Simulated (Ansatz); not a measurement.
Worked example: self-consistent single point of LuTl3 (P4mm, 4 atoms in the cell) in Ansatz (a quantum-chemistry and plane-wave program).

Level of theory: PBEsol, default PAW files made with PBE (plane waves; Ansatz).

```xyz
4
Lattice="4.7020 0.0000 0.0000 0.0000 4.7020 0.0000 0.0000 0.0000 4.7020" Properties=species:S:1:pos:R:3 pbc="T T T"
Lu     0.0000     0.0000     0.0500
Tl     0.0000     2.3510     2.3510
Tl     2.3510     0.0000     2.3510
Tl     2.3510     2.3510     0.0000
```

Reference input (self-consistent single point, DFT, PBEsol, plane waves, default PAW files made with PBE): basis.ecutwfc = 30.9 Ry; kpoints.mp_grid.grid = 7 7 7; hamiltonian.xc = pbesol; hamiltonian.pseudopotentials = {kind: paw} (the program's default PAW files); scf.occupations.method = fermi_dirac; scf.occupations.width = 0.0073 Ry. This run's input differs from it in these lines:

Ansatz 0.2 input:
```diff
@@ -13,3 +13,3 @@
 kpoints:
-  mp_grid: { grid: [7, 7, 7] }
+  mp_grid: { grid: [12, 12, 12] }
 hamiltonian:
@@ -18,3 +18,3 @@
 scf:
-  occupations: { method: fermi_dirac, width: 0.0073 Ry }
+  occupations: { method: cold, width: 0.0367 Ry }
 output:
```

Output (repeated stretches shortened):

```
SCF iter   1: F=—  HF=-48499.254652 eV  |F-HF|=—  |Δ(HF+E_count)|=         —  Δρ=3.05e-3  dr2=2.54e-2  ethr=1.77e-3  ⟨swp⟩=6.5  Hψ=30504  notcnv=0
all-band conjugate gradients solve this SCF's bands
preconditioner: auto → Kerker (q_TF=auto, 2.516 Å⁻¹)
SCF iter   2: F=—  HF=-48499.247306 eV  |F-HF|=—  |Δ(HF+E_count)|=   7.35e-3  S|Δr|=    0.00e0  Δρ=1.93e-3  dr2=1.17e-2  ethr=3.97e-5  ⟨swp⟩=2.0  Hψ=15801  notcnv=0  defer=2
   [... lines left out ...]
SCF iter   6: F=—  HF=-48499.243522 eV  |F-HF|=—  |Δ(HF+E_count)|=   3.13e-6  S|Δr|=    0.00e0  Δρ=6.92e-5  dr2=6.47e-6  ethr=1.06e-7  ⟨swp⟩=2.6  Hψ=14114  notcnv=0  defer=2
SCF iter   7: F=—  HF=-48499.243524 eV  |F-HF|=—  |Δ(HF+E_count)|=   1.45e-6  S|Δr|=    0.00e0  Δρ=2.76e-5  dr2=5.64e-7  ethr=1.01e-8  ⟨swp⟩=2.0  Hψ=13801  notcnv=0  defer=2
SCF iter   8: F=-48499.243523 eV  HF=-48499.243523 eV  |F-HF|=1.01e-9  |Δ(HF+E_count)|=   1.38e-6  S|Δr|=    0.00e0  Δρ=4.21e-6  dr2=2.35e-8  ethr=1.56e-10  ⟨swp⟩=10.8  Hψ=54588  notcnv=0
SCF 1 converged in 8 iterations: F = -48499.243523 eV  dr2 = 2.35e-8
Stability not checked (fill_not_monotonic)
Free energy (F): -48499.243523 eV
Internal energy: -48499.254965 eV  (E = F + TS)
E sigma→0 (E₀):  -48499.247337 eV
Entropy (-TS):   0.011442 eV (2.860 meV/atom)
Fermi energy:    12.695253 eV
--- Forces (eV/Å), atoms counted from 1 ---
  atom   1  Lu     0.00000000     0.00000000    -0.14122607
  atom   2  Tl     0.00000000     0.00000000     0.08251404
  atom   3  Tl     0.00000000     0.00000000     0.08251404
  atom   4  Tl     0.00000000     0.00000000    -0.02379687
--- Stress (GPa, compression-positive) ---
       -1.804250       0.000000      -0.000000
        0.000000      -1.804250       0.000000
       -0.000000       0.000000      -1.806300
  P = ⅓ Tr σ = -1.8049 GPa (-18.049 kbar)
  The stress holds the Pulay correction. Without it, at fixed plane waves, as pw.x and ABINIT print it: P = -1.8541 GPa
```

The run converged in 8 iterations. Against the reference run the free energy goes up by 13.2 meV/atom, the pressure hardly changes (-1.83 to -1.80 GPa) and the largest force hardly changes (0.144 to 0.141 eV/Å).

The starting cell comes from a database of computed structures (which also holds hypothetical and non-ambient phases and stackings), without a prior relaxation at this level. Its lattice was rescaled by up to half a per cent. One atom was moved a little off its site on purpose. Ansatz's pressure includes its estimate of the finite-basis (Pulay) stress.

Cost on one core of a shared machine: roughly 80 s.
